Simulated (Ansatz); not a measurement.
Input and output of a self-consistent single point for the (001) slab of Au (cut from a parent of space group no. 2; 4 atoms in the cell) (Ansatz, an electronic-structure program).

Method: LDA (PW92), default PAW files made with PBE (plane waves; Ansatz).

```
Au
1.0
    2.82957     0.00000     0.00000
   -0.01302     2.83428     0.00000
    0.00000     0.00000    21.18478
Au
4
Direct
  0.22016   0.18824   0.43598
  0.74939   0.71010   0.33043
  0.81407   0.76791   0.66957
  0.34330   0.28977   0.56402
```

Reference input (self-consistent single point, DFT, LDA (PW92), plane waves, default PAW files made with PBE): basis.ecutwfc = 420 eV; kpoints.mp_grid.grid = 11 11 1; hamiltonian.xc = lda; hamiltonian.pseudopotentials = {kind: paw} (the program's default PAW files); scf.occupations.method = gaussian; scf.occupations.width = 0.1 eV. This run's input differs from it in these lines:

Ansatz 0.2 input:
```diff
@@ -13,3 +13,3 @@
 kpoints:
-  mp_grid: { grid: [11, 11, 1] }
+  mp_grid: { grid: [12, 12, 1] }
 hamiltonian:
```

Output (repeated stretches shortened):

```
SCF iter   1: F=—  HF=-51457.918490 eV  |F-HF|=—  |Δ(HF+E_count)|=         —  Δρ=5.72e-3  dr2=7.43e-2  ethr=1.77e-3  ⟨swp⟩=7.7  Hψ=14548  notcnv=0  defer=43
all-band conjugate gradients solve this SCF's bands
preconditioner: auto → LDOS
SCF iter   2: F=—  HF=-51457.935633 eV  |F-HF|=—  |Δ(HF+E_count)|=   1.71e-2  Δρ=6.10e-3  dr2=1.33e-1  ethr=9.78e-5  ⟨swp⟩=2.5  Hψ=7413  notcnv=0  defer=178
   [... lines left out ...]
SCF iter   7: F=—  HF=-51457.910212 eV  |F-HF|=—  |Δ(HF+E_count)|=   2.39e-8  Δρ=6.14e-6  dr2=1.92e-7  ethr=4.82e-10  ⟨swp⟩=2.0  Hψ=4842  notcnv=0
SCF iter   8: F=-51457.910211 eV  HF=-51457.910211 eV  |F-HF|=5.37e-9  |Δ(HF+E_count)|=   3.94e-8  Δρ=1.47e-6  dr2=8.16e-9  ethr=1.32e-10  ⟨swp⟩=4.4  Hψ=13893  notcnv=0
the last iteration of the SCF fills more bands at one k-point than at another …
SCF 1 converged in 8 iterations: F = -51457.910211 eV  dr2 = 8.16e-9
Free energy (F): -51457.910211 eV
Internal energy: -51457.909163 eV  (E = F + TS)
E sigma→0 (E₀):  -51457.909687 eV
Entropy (-TS):   -0.001048 eV (-0.262 meV/atom)
Fermi energy:    4.556269 eV
--- Forces (eV/Å), atoms counted from 1 ---
  atom   1  Au     0.02423736     0.02066225    -0.02696619
  atom   2  Au    -0.00778566    -0.00476501     0.74001631
  atom   3  Au     0.00778566     0.00476501    -0.74001631
  atom   4  Au    -0.02423736    -0.02066225     0.02696619
--- Stress (GPa, compression-positive) ---
       -7.230709       0.053358      -0.009407
        0.053358      -7.335205      -0.020689
       -0.009407      -0.020689      -4.945584
  P = ⅓ Tr σ = -6.5038 GPa (-65.038 kbar)
  The stress holds the Pulay correction. Without it, at fixed plane waves, as pw.x and ABINIT print it: P = -6.5185 GPa
```

The run converged in 8 iterations. Against the reference run the free energy falls by 6.2 meV/atom and the largest force goes from 0.724 to 0.740 eV/Å.

The starting cell comes from a database of computed structures (which also holds hypothetical and non-ambient phases and stackings), without a prior relaxation at this level. The slab is cut from that crystal, and its faces are unrelaxed. Its lattice was rescaled by up to half a per cent. Spin-orbit coupling is off.
